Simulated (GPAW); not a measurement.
Input and output of a self-consistent single point for GeRh (P2_13, 8 atoms in the cell) (GPAW).

Method of the run: PBEsol, GPAW PAW datasets PBEsol (made by gpaw-setup) (plane waves; GPAW 25.7.0).

```xyz
8
Lattice="4.9084 0.0000 0.0000 0.0000 4.9084 0.0000 0.0000 0.0000 4.9084" Properties=species:S:1:pos:R:3 pbc="T T T"
Ge     0.8162     1.6380     3.2704
Ge     1.6380     3.2704     0.8162
Ge     3.2704     0.8162     1.6380
Ge     4.0922     4.0922     4.0922
Rh     4.3302     3.0324     1.8760
Rh     3.0324     1.8760     4.3302
Rh     1.8760     4.3302     3.0324
Rh     0.5782     0.5782     0.5782
```

Reference input (self-consistent single point, DFT PBEsol, plane waves, GPAW PAW datasets PBEsol (made by gpaw-setup)): mode = pw; ecut = 550 eV; xc = PBEsol; kpts = 5 5 5; mesh shift (steps) = 0 0 0; occupations.name = methfessel-paxton; occupations.width = 0.272 eV; occupations.order = 1; nbands = -12; symmetry.symmorphic = false; symmetry.tolerance = 0.0005; maxiter = 150. This run's input differs from it in these lines:

```diff
@@ -23,2 +23,3 @@
             nbands=-12,
+            convergence={'density': 0.001, 'energy': 0.005, 'eigenstates': 4e-06},
             symmetry={'symmorphic': False, 'tolerance': 0.0005},
```

Output (repeated stretches shortened):

```
     iter     time        total  log10-change:
                         energy   eigst   dens
iter:   1 --:--:--   -58.211072
iter:   2 --:--:--   -58.041911   -1.13  -1.28
iter:   3 --:--:--   -57.399975   -0.96  -1.28
iter:   4 --:--:--   -57.831125   -1.08  -1.61
iter:   5 --:--:--   -56.779604   -1.57  -1.34
iter:   6 --:--:--   -56.813691   -2.24  -2.18
iter:   7 --:--:--   -56.776438c  -2.89  -2.31
iter:   8 --:--:--   -56.781069c  -3.63  -2.64
iter:   9 --:--:--   -56.779731c  -4.48  -2.77
iter:  10 --:--:--   -56.778100c  -3.63  -2.84
iter:  11 --:--:--   -56.777639c  -5.12  -3.35c
iter:  12 --:--:--   -56.777652c  -6.28c -3.84c
Converged after 12 iterations.

Dipole moment: (-0.000000, -0.000000, -0.000000) |e|*Ang

Energy contributions relative to reference atoms: (reference = -748501.685537)

Kinetic:        +47.390791
Potential:      -46.643839
External:        +0.000000
XC:             -57.093433
Entropy (-ST):   +0.022137
Local:           -0.445929
SIC:             +0.000000
--------------------------
Free energy:    -56.770273
Extrapolated:   -56.777652

Showing only first 2 kpts
 Kpt  Band  Eigenvalues  Occupancy
  0    36     10.51136    1.97424
  0    37     10.51136    1.97424
  0    38     10.51136    1.97424
  0    39     12.82518   -0.00000

  1    36     10.13495    2.00880
  1    37     10.40355    2.07041
  1    38     11.33599   -0.00675
  1    39     12.29999   -0.00000

Fermi level: 10.72591

No gap
   [... lines left out ...]
  2 Ge   -0.02505   -0.02505    0.02505
  3 Ge    0.02505    0.02505    0.02505
  4 Rh   -0.04523    0.04523   -0.04523
  5 Rh    0.04523   -0.04523   -0.04523
  6 Rh   -0.04523   -0.04523    0.04523
  7 Rh    0.04523    0.04523    0.04523

Stress tensor:
     0.011392     0.000000     0.000000
     0.000000     0.011392    -0.000000
     0.000000    -0.000000     0.011392
Stress (GPa, Voigt): [ 1.8252  1.8252  1.8252 -0.      0.      0.    ]
```

The run converged in 12 iterations. GPAW prints stress with tension positive. Against the reference run the free energy is nearly the same (within 1 meV/atom), the pressure hardly changes (-1.90 to -1.83 GPa) and the largest force goes from 0.072 to 0.078 eV/Å.

The starting cell comes from a database of computed structures (which also holds hypothetical and non-ambient phases and stackings), without a prior relaxation at this level. Spin polarisation is off.

Cost on one core of a shared machine: roughly 60 s.
